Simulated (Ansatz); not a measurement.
Pressure series in SnSe2

The parent structure is SnSe$_{2}$ in the CdI2 type structure (space group P-3m1, No. 164; layered, stacked along the Cartesian z axis).

```xyz
3
Lattice="3.8403 0.0000 0.0000 -1.9201 3.3258 0.0000 0.0000 0.0000 6.0057" Properties=species:S:1:pos:R:3 pbc="T T T"
Sn     0.0000     0.0000     0.0000
Se     0.0000     2.2172     1.5935
Se     1.9201     1.1086     4.4122
```

Cell and atoms are relaxed at each pressure.

Level of theory: plane-wave PAW DFT at the PBE-D3(BJ) level (Ansatz, an electronic-structure program, 420 eV), no spin-orbit coupling.

Computed cases, in order: pressure −1 GPa; 0 GPa (base); pressure 0.9 GPa; pressure 2.1 GPa; pressure 4.5 GPa; pressure 9 GPa; pressure 15 GPa; pressure 22.5 GPa; pressure 30 GPa.

Between which two neighbouring cases does the band gap open or close?

Between pressure 2.1 GPa (0.08 eV) and pressure 4.5 GPa (zero). The whole series: pressure −1 GPa: 0.60 eV; 0 GPa (base): 0.36 eV; pressure 0.9 GPa: 0.22 eV; pressure 2.1 GPa: 0.08 eV; pressure 4.5 GPa: zero; pressure 9 GPa: zero; pressure 15 GPa: zero; pressure 22.5 GPa: zero; pressure 30 GPa: zero.

The mesh was chosen for an insulator and is coarse for the gapless case. Load acts through the strain it causes; cell and atoms are relaxed under it. Whether these cells are dynamically stable was not tested. No other phases were tried under pressure. All final runs are without spin polarisation. The zero or small gap of SnSe2 under pressure 0.9 GPa, SnSe2 under pressure 2.1 GPa, SnSe2 under pressure 4.5 GPa and SnSe2 under pressure 9 GPa can change with the level of theory.
